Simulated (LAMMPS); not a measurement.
Ni (fcc) at 1380 K and zero pressure, started from the melt, with several potentials, in cells of their own sizes.

Models:
- EAM-type CuNi.eam.alloy: classical MD, pair style eam/alloy, file CuNi.eam.alloy (LAMMPS); Onat and Durukanoglu, J Phys Cond Matt, 26, 035404 (2014)
- EAM-type Ni.adp: classical MD, pair style adp, file Ni.adp (LAMMPS); Mishin et al, Acta Mater, 53, 4029 (2005)
- EAM-type NiAlH_jea.eam.alloy: classical MD, pair style eam/alloy, file NiAlH_jea.eam.alloy (LAMMPS); Moody and Baskes, Modell Sim Mater Sci Eng, 3, 289-307 (1995)
- EAM-type smf7: classical MD, pair style eam, the elements' _smf7.eam files (smf7) (LAMMPS); Foiles, Phys Rev B 32, 7685 (1985)
- EAM-type universal-3 set of Foiles, Baskes and Daw: classical MD, pair style eam, the elements' _u3.eam files (universal-3 set of Foiles, Baskes and Daw) (LAMMPS); Foiles et al, Phys Rev B, 33, 7983 (1986)
- MEAM MoCoNiVFeAlCr_2nn.meam: classical MD, pair style meam, file MoCoNiVFeAlCr_2nn.meam (LAMMPS); Wang, J., Kwon, H., Kim, H.S. et al. A neural network model for high entropy alloy design. npj Comput Mater 9, 60 (2023).
- MEAM Ni.meam: classical MD, pair style meam, file Ni.meam (LAMMPS)
- MEAM library.meam-Ni: classical MD, pair style meam, file library.meam (library.meam-Ni) (LAMMPS); Baskes, Phys Rev B, 46, 2727-2742 (1992)
- SNAP Ni_Zuo_JPCA2020.quadratic.snap: MD with a machine-learned potential, pair style snap, file Ni_Zuo_JPCA2020.quadratic.snap (LAMMPS); Y. Zuo, C. Chen, X, Li, Z. Deng, Y. Chen, J. Behler, G. Csányi, A. V. Shapeev, A. P. Thompson, M. A. Wood, S. P. Ong, "Performance and Cost Assessment of Machine Learning Interatomic Potentials" J. Phys. Chem. A 124, 4, 731-745 (2020)
- SNAP Ni_Zuo_JPCA2020.snap: MD with a machine-learned potential, pair style snap, file Ni_Zuo_JPCA2020.snap (LAMMPS); Y. Zuo, C. Chen, X, Li, Z. Deng, Y. Chen, J. Behler, G. Csányi, A. V. Shapeev, A. P. Thompson, M. A. Wood, S. P. Ong, "Performance and Cost Assessment of Machine Learning Interatomic Potentials" J. Phys. Chem. A 124, 4, 731-745 (2020)

```
potential                                            state                    volume  first peak of g(r)       coordination number  self-diffusion coefficient of Ni (not corrected for cell size)  mean phonon frequency  rough cost (ms per atom and simulated ps)…
--------------------------------------------------  ------  ------------------------  ------------------  ------------------------  --------------------------------------------------------------  ---------------------  -----------------------------------------…
EAM-type CuNi.eam.alloy                             liquid    12.301 ± 0.001 Å³/atom  2.42 Å, height 3.0  12.9 (counted to 3.38 Å)                                     (2.44 ± 0.05) × 10^-5 cm²/s                5.1 THz                                     1 to 3…
EAM-type Ni.adp                                     liquid    11.888 ± 0.003 Å³/atom  2.47 Å, height 3.1  12.9 (counted to 3.34 Å)                                     (1.01 ± 0.02) × 10^-5 cm²/s                5.4 THz                                    3 to 10…
EAM-type NiAlH_jea.eam.alloy                        liquid  12.5156 ± 0.0005 Å³/atom  2.46 Å, height 2.9  13.1 (counted to 3.42 Å)                                     (2.62 ± 0.06) × 10^-5 cm²/s                5.0 THz                                   0.3 to 1…
EAM-type smf7                                       liquid    12.249 ± 0.002 Å³/atom  2.45 Å, height 3.2  13.3 (counted to 3.42 Å)                                   (1.202 ± 0.008) × 10^-5 cm²/s                5.7 THz                                   0.3 to 1…
EAM-type universal-3 set of Foiles, Baskes and Daw  liquid  12.3952 ± 0.0007 Å³/atom  2.45 Å, height 3.2  13.2 (counted to 3.42 Å)                                     (1.54 ± 0.02) × 10^-5 cm²/s                5.6 THz                                     1 to 3…
MEAM MoCoNiVFeAlCr_2nn.meam                         liquid    12.259 ± 0.005 Å³/atom  2.46 Å, height 3.4  12.0 (counted to 3.22 Å)                                     (1.03 ± 0.04) × 10^-5 cm²/s                5.7 THz                                   10 to 30…
MEAM Ni.meam                                        liquid    12.235 ± 0.006 Å³/atom  2.47 Å, height 3.7  10.2 (counted to 2.98 Å)                                     (7.33 ± 0.09) × 10^-6 cm²/s                7.5 THz                                    3 to 10…
MEAM library.meam-Ni                                liquid    12.048 ± 0.004 Å³/atom  2.48 Å, height 3.7  10.2 (counted to 2.94 Å)                                     (2.16 ± 0.06) × 10^-6 cm²/s                8.1 THz                                    3 to 10…
SNAP Ni_Zuo_JPCA2020.quadratic.snap                 liquid    12.072 ± 0.005 Å³/atom  2.43 Å, height 2.9  13.0 (counted to 3.38 Å)                                     (1.38 ± 0.05) × 10^-5 cm²/s                5.2 THz                                  30 to 100…
SNAP Ni_Zuo_JPCA2020.snap                           liquid    11.743 ± 0.003 Å³/atom  2.43 Å, height 3.2  12.8 (counted to 3.30 Å)                                     (1.09 ± 0.06) × 10^-5 cm²/s                5.6 THz                                 100 to 300…
```

Costs are rough: whole-run CPU time with set-up and analysis, from shared machines, in bands a factor of about three wide.

Caution (row EAM-type CuNi.eam.alloy): this liquid lies under the melting point of about 1570 K that EAM-type CuNi.eam.alloy gives, so it is undercooled.

Caution (row EAM-type Ni.adp): this liquid lies under the melting point of about 1800 K that EAM-type Ni.adp gives, so it is undercooled.

Caution (row EAM-type NiAlH_jea.eam.alloy): this liquid lies under the melting point of about 1440 K that EAM-type NiAlH_jea.eam.alloy gives, so it is undercooled.

Caution (row EAM-type smf7): this liquid lies under the melting point of about 1810 K that EAM-type smf7 gives, so it is undercooled.

Caution (row EAM-type universal-3 set of Foiles, Baskes and Daw): this liquid lies under the melting point of about 1710 K that EAM-type universal-3 set of Foiles, Baskes and Daw gives, so it is undercooled.

Caution (row MEAM MoCoNiVFeAlCr_2nn.meam): this liquid lies under the melting point of about 2030 K that MEAM MoCoNiVFeAlCr_2nn.meam gives, so it is undercooled.

Caution (row MEAM Ni.meam): enthalpy drifts during the constant-pressure average: a transition or slow ageing; fluctuation values are void.

Caution (rows MEAM Ni.meam; SNAP Ni_Zuo_JPCA2020.quadratic.snap; SNAP Ni_Zuo_JPCA2020.snap): this liquid lies under the measured melting point of 1728 K, so it is undercooled or the potential melts low.

Caution (rows MEAM Ni.meam; SNAP Ni_Zuo_JPCA2020.quadratic.snap; SNAP Ni_Zuo_JPCA2020.snap): a run this short can hold a crystal over, or a liquid under, the potential's own melting point, which these runs don't give.

Caution: the potential MEAM library.meam-Ni is a first-neighbour MEAM set with a 4 Å cutoff, used here without a parameter file and away from the static properties it was fitted to.

Caution (row MEAM library.meam-Ni): this liquid lies under the melting point of about 2130 K that MEAM library.meam-Ni gives, so it is undercooled.

States go by the mean squared displacement: a species diffuses where it passes 1.5 Å², still rises and gives D over 1e-6 cm²/s; a crystal has left its structure where atoms lie 0.35 Å off their sites on average or a cubic box changes its shape by 3 %, or the axial ratios of another lie 8 % off the starting cell's, which the potential's own relaxation can also do.

Errors of D are the spread over four groups of atoms in one short run; a floor of about 5 %, a picked value, is safer.

Uncertainties are statistical and leave out the potential's own error.
